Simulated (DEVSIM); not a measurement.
Structure: Si p+/n-/n+ power diode, at 300 K.

```csv
layer (left to right),material,thickness (μm),Nd (cm⁻³),Na (cm⁻³),τn (s),τp (s)
1,Si,0.920,-,1.5e18,4.6e-7,4.6e-7
2,Si,5.20,1.3e14,-,4.6e-7,4.6e-7
3,Si,4.40,7.5e16,-,4.6e-7,4.6e-7
```

Left contact: ohmic. Right contact: ohmic. Voltage is applied to the left contact. Recombination: SRH at mid-gap. Mobility is μmin + (μ − μmin)/(1 + (N/Nref)^α).

This is a model device: material constants are rounded textbook-type values typed into the input, and sizes, dopings and lifetimes were drawn at random. Values at 300 K.

| parameter | Si |
|---|---|
| gap (eV) | 1.124 |
| affinity (eV) | 4.05 |
| permittivity | 11.7 |
| Nc (cm⁻³) | 2.86e19 |
| Nv (cm⁻³) | 3.1e19 |
| μn (cm²/Vs) | 1417 |
| μp (cm²/Vs) | 470 |
| μn,min | 52 |
| μp,min | 45 |
| Nref,n | 9.7e16 |
| Nref,p | 2.2e17 |
| αn | 0.68 |
| αp | 0.72 |

Model (solved in DEVSIM): 1D drift-diffusion, Boltzmann statistics, complete ionisation; no tunnelling, impact ionisation, image-force lowering or self-heating.

Question: Tabulate band edges, carrier densities and field at -100.0 V on the left contact.

Answer: Energies count from the Fermi level of the right contact; mesh points crowd at the junctions.

```json
[
 {"x (μm)": "0.000", "Ec (eV)": "101.050", "Ev (eV)": "99.922", "n (cm⁻³)": "< 1e2", "p (cm⁻³)": "1.5e18", "field (V/cm)": "≈ 0"},
 {"x (μm)": "0.04667", "Ec (eV)": "101.050", "Ev (eV)": "99.922", "n (cm⁻³)": "< 1e2", "p (cm⁻³)": "1.5e18", "field (V/cm)": "≈ 0"},
 {"x (μm)": "0.1714", "Ec (eV)": "101.050", "Ev (eV)": "99.922", "n (cm⁻³)": "< 1e2", "p (cm⁻³)": "1.5e18", "field (V/cm)": "≈ 0"},
 {"x (μm)": "0.5131", "Ec (eV)": "101.050", "Ev (eV)": "99.922", "n (cm⁻³)": "< 1e2", "p (cm⁻³)": "1.5e18", "field (V/cm)": "≈ 0"},
 {"x (μm)": "0.8336", "Ec (eV)": "101.050", "Ev (eV)": "99.922", "n (cm⁻³)": "< 1e2", "p (cm⁻³)": "1.5e18", "field (V/cm)": "≈ 0"},
 {"x (μm)": "0.9045", "Ec (eV)": "101.040", "Ev (eV)": "99.920", "n (cm⁻³)": "< 1e2", "p (cm⁻³)": "1.4e18", "field (V/cm)": "-6500"},
 {"x (μm)": "0.9385", "Ec (eV)": "100.570", "Ev (eV)": "99.448", "n (cm⁻³)": "< 1e2", "p (cm⁻³)": "1.6e10", "field (V/cm)": "-200000"},
 {"x (μm)": "1.071", "Ec (eV)": "97.964", "Ev (eV)": "96.840", "n (cm⁻³)": "590", "p (cm⁻³)": "66000", "field (V/cm)": "-200000"},
 {"x (μm)": "1.419", "Ec (eV)": "91.162", "Ev (eV)": "90.038", "n (cm⁻³)": "2100", "p (cm⁻³)": "61000", "field (V/cm)": "-200000"},
 {"x (μm)": "2.394", "Ec (eV)": "72.232", "Ev (eV)": "71.108", "n (cm⁻³)": "6400", "p (cm⁻³)": "50000", "field (V/cm)": "-190000"},
 {"x (μm)": "4.593", "Ec (eV)": "30.248", "Ev (eV)": "29.124", "n (cm⁻³)": "16000", "p (cm⁻³)": "22000", "field (V/cm)": "-190000"},
 {"x (μm)": "5.768", "Ec (eV)": "8.216", "Ev (eV)": "7.092", "n (cm⁻³)": "22000", "p (cm⁻³)": "5900", "field (V/cm)": "-190000"},
 {"x (μm)": "6.018", "Ec (eV)": "3.557", "Ev (eV)": "2.433", "n (cm⁻³)": "23000", "p (cm⁻³)": "2500", "field (V/cm)": "-190000"},
 {"x (μm)": "6.100", "Ec (eV)": "2.028", "Ev (eV)": "0.904", "n (cm⁻³)": "23000", "p (cm⁻³)": "1400", "field (V/cm)": "-190000"},
 {"x (μm)": "6.152", "Ec (eV)": "1.119", "Ev (eV)": "-0.005", "n (cm⁻³)": "53000", "p (cm⁻³)": "1200", "field (V/cm)": "-150000"},
 {"x (μm)": "6.258", "Ec (eV)": "0.207", "Ev (eV)": "-0.917", "n (cm⁻³)": "9.6e15", "p (cm⁻³)": "< 1e2", "field (V/cm)": "-27000"},
 {"x (μm)": "6.577", "Ec (eV)": "0.154", "Ev (eV)": "-0.970", "n (cm⁻³)": "7.5e16", "p (cm⁻³)": "110", "field (V/cm)": "≈ 0"},
 {"x (μm)": "7.471", "Ec (eV)": "0.154", "Ev (eV)": "-0.970", "n (cm⁻³)": "7.5e16", "p (cm⁻³)": "440", "field (V/cm)": "≈ 0"},
 {"x (μm)": "9.700", "Ec (eV)": "0.154", "Ev (eV)": "-0.970", "n (cm⁻³)": "7.5e16", "p (cm⁻³)": "1300", "field (V/cm)": "≈ 0"},
 {"x (μm)": "10.25", "Ec (eV)": "0.154", "Ev (eV)": "-0.970", "n (cm⁻³)": "7.5e16", "p (cm⁻³)": "1500", "field (V/cm)": "≈ 0"},
 {"x (μm)": "10.45", "Ec (eV)": "0.154", "Ev (eV)": "-0.970", "n (cm⁻³)": "7.5e16", "p (cm⁻³)": "1500", "field (V/cm)": "≈ 0"},
 {"x (μm)": "10.52", "Ec (eV)": "0.154", "Ev (eV)": "-0.970", "n (cm⁻³)": "7.5e16", "p (cm⁻³)": "1500", "field (V/cm)": "≈ 0"}
]
```
